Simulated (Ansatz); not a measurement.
Consider the following.

```xyz
2
Lattice="2.3910 0.0000 0.0000 1.1955 2.0707 0.0000 1.1955 -0.6902 2.0642" Properties=species:S:1:pos:R:3 pbc="T T T"
C      1.1955     0.6902     1.0373
C      2.3910     1.3805     0.5108
```

No spin polarisation.

Method: Ansatz (an electronic-structure program) PBEsol, scalar-relativistic without spin-orbit coupling. k-mesh 16×16×16 (Γ-centred); smearing 0.05 eV (Fermi–Dirac).

### Question
Predict the smallest direct gap and gap character.

### Answer
Smallest direct gap: 4.47 eV
Gap character: indirect, Γ → k = (0, 0.438, -0.438) in the run's primitive reciprocal basis

The cells carry an imposed strain or load. Whether these cells are dynamically stable was not tested. The cell was made from C in the diamond structure (space group Fd-3m, No. 227) by this change: biaxial strain −4.85 %, plane normal [111], relaxed out of plane.
